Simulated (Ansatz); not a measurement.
**AlN, pressure series**

The parent structure is AlN in the wurtzite structure (space group P6_3mc, No. 186; a = 3.114 Å, c = 4.984 Å).

Cell and atoms are relaxed at each pressure.

Method: PBEsol/PAW in Ansatz (a program for electronic structure), scalar-relativistic without spin-orbit coupling.

Notes on the quantities. enthalpy: H = E + PV relative to the base's energy.

```
case                    enthalpy  band gap  lattice parameter a
-----------------  -------------  --------  -------------------
base                           –   4.09 eV           5.884 bohr
pressure −2 GPa    -0.13 eV/atom   4.01 eV           5.903 bohr
pressure −1 GPa    -0.07 eV/atom   4.05 eV           5.893 bohr
pressure 0.9 GPa   +0.06 eV/atom   4.13 eV           5.876 bohr
pressure 2.1 GPa   +0.14 eV/atom   4.18 eV           5.865 bohr
pressure 4.5 GPa   +0.29 eV/atom   4.27 eV           5.845 bohr
pressure 9 GPa     +0.58 eV/atom   4.44 eV           5.810 bohr
pressure 15 GPa    +0.95 eV/atom   4.64 eV           5.767 bohr
pressure 22.5 GPa  +1.40 eV/atom   4.87 eV           5.720 bohr
pressure 30 GPa    +1.84 eV/atom   4.91 eV           5.678 bohr
```

Load acts through the strain it causes; cell and atoms are relaxed under it. Whether these cells are dynamically stable was not tested. Measured, AlN leaves this structure (for rock salt) near 14 GPa (temperature not stated; as listed in Datta, Sujoy, Jana, Debnarayan, arXiv (2020)), on rising pressure, with hysteresis.
